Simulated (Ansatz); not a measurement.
AlB2-type HfB2, treated with r²SCAN-D4 (plane waves, PAW; Ansatz, a quantum-chemistry and plane-wave program).

Run with plane-wave cutoff 560 eV, 24×24×16 k mesh (along the axes of the cell as run), Fermi–Dirac smearing 0.05 eV, scalar-relativistic PAW data made under PBE.

Response to compression and expansion:

Shape and atoms are relaxed at each volume.

| V (Å³/atom) | P (GPa) | c (Å) | a (Å) |
|---|---|---|---|
| 9.407 | 11.44 | 3.409 | 3.092 |
| 9.603 | 5.44 | 3.436 | 3.111 |
| 9.799 | 0.00 | 3.464 | 3.131 |
| 9.995 | -4.93 | 3.491 | 3.149 |
| 10.191 | -9.41 | 3.518 | 3.168 |

Note: the bulk modulus comes from volumes at which shape and atoms were relaxed.
